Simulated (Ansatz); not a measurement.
Cubic perovskite CsPbCl3 (cubic high-temperature phase), treated with r²SCAN (PAW; Ansatz, an electronic-structure program).

Numerical settings: plane-wave cutoff 600 eV, 4×4×4 k mesh, finite displacements, scalar-relativistic PAW data made under PBE.

The cell has the measured lattice parameters. Conventional cell: a = 5.6050 Å, b = 5.6050 Å, c = 5.6050 Å, α = 90.00°, β = 90.00°, γ = 90.00°.

Harmonic phonon frequencies (cm⁻¹; i marks an imaginary mode; at Γ without the LO shift):

| q point | frequencies |
|---|---|
| Γ | 0 0 0 18 18 18 20 20 20 42 42 42 146 146 146 |

Note: held by symmetry at 0 K, a high-temperature phase can be a saddle point; the cell isn't this level's own, so it is under some stress, which shifts stiffness and frequencies.
